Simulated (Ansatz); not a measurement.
Amorphous cells of 8 compositions: the gap between the highest filled and lowest empty level at the zone centre, by PBE and by a single point of HSE06 on the same geometry (PBE, scalar-relativistic without spin-orbit coupling (plane waves to 420 eV, PAW; Ansatz, a program for electronic structure); exact exchange cut at the cells' faces). The networks come from melt-quench runs on the CHGNet potential at compositions and starting densities chosen by hand, with anions pushed apart in the CHGNet dynamics, and DFT then relaxed them. The cells are small and were quenched far faster than real films, so single cells scatter. Defect or tail levels can set these gaps. The rows are the first to finish with both values and no moments.

```csv
cell,PBE gap x (eV),HSE06 gap y (eV)
"A (In9Ga9Zn9O38Ge, 5.81 g/cm3)",0.86,2.42
"B (In9Ga9Zn9O37Sr, 5.87 g/cm3)",0.91,2.48
"C (In9Ga9Zn9O38Hf, 5.99 g/cm3)",0.94,2.49
"D (In9Ga9Zn9O37K2, 5.63 g/cm3)",1.00,withheld
"E (Hf18O38Ti, 8.71 g/cm3)",3.01,4.64
"F (Hf18O39B2, 8.29 g/cm3)",3.71,5.25
"G (Hf18O38Si, 8.61 g/cm3)",3.73,5.30
"H (Hf18O37Zn, 8.88 g/cm3)",3.89,5.44
```

Question: Fit a straight line through the 7 full rows and predict the withheld value for D (In9Ga9Zn9O37K2, 5.63 g/cm3).

Answer: Means: x = 2.436, y = 4.003. Slope = Σ(Δx Δy) / Σ(Δx²) = 12.8 / 12.79 = 1; the r.m.s. residual is 0.028. Prediction: 4.003 + 1 × (1.00 − 2.436) = 2.57. The run gave 2.58, 0.01 above the line.
